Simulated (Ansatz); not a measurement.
Worked calculations on one periodic cell of amorphous Si30N41Ga: Si30N41Ga, 72 atoms, volume 811.2 Å³, made by a melt-quench on the CHGNet potential and relaxed with DFT. N atoms were pushed apart under 1.9 Å during the dynamics, to hinder bonds among them. It is a model cell: composition and starting density were chosen by hand, and all elements were melted together. Cycles of charging were run to anneal it. All values below come from PBE, scalar-relativistic without spin-orbit coupling (plane waves to 420 eV, PAW; Ansatz, a program for electronic structure). Sampling: a 2×2×2 Γ-centred mesh; Fermi-Dirac width 0.02 eV; no spin polarisation. Its volume was held where the quench left it, its shape was free, and it stands at a mean pressure of 3.3 GPa with stress components up to 3.4 GPa; the relaxation ran on the zone centre alone. Its density went from a set 3.04 to 3.04 g/cm³. The cell is small and was quenched far faster than a real film, so it is one sample of the glass.

Question: Count formal charges (Si +4, N -3, Ga +3). What does the count lead one to expect at the Fermi level, and what does the calculation give?

Answer: 30 × (+4) + 41 × (-3) + 1 × (+3) = 0. The charges balance, so the anion-derived valence states can be full and a gap can open. On this mesh the highest filled and lowest empty level lie 1.83 eV apart; localised defect or tail levels set that (at the zone centre the more localised edge state sits most on one N atom with neighbours Si 1.72 Å, Si 1.73 Å, Si 1.82 Å), and the nearest spread-out levels lie 3.3 eV apart.

Four energies for a hole at PBE on the zone centre alone (charged cells in a uniform background, spin-polarised): neutral at the neutral geometry -38652.660 eV; charged at the neutral geometry -38659.884 eV; charged and relaxed -38660.080 eV; neutral at the charged geometry -38652.230 eV.

Question: Find the two relaxation energies and their sum, the reorganisation energy.

Answer: On charging: -38659.884 − (-38660.080) = 0.196 eV. On discharging: -38652.230 − (-38652.660) = 0.430 eV. The sum is 0.626 eV. The carrier's level spreads over 5 of the 72 atoms' worth, so it counts as localised, most on one N atom with neighbours Si 1.72 Å, Si 1.73 Å, Si 1.82 Å (neutral geometry). The values are uncorrected: the image energy of a point charge in this cell, 2.84 × 14.40 / (2 × 9.3) = 2.2 eV before screening, is screened by electrons alone at the fixed geometry and by ions too after relaxing, and the carrier can be spread before it relaxes, so each term can be off by up to that value times 1/ε∞, some tenths of an eV. PBE's self-interaction favours spread-out carriers, so a hybrid can localise more.
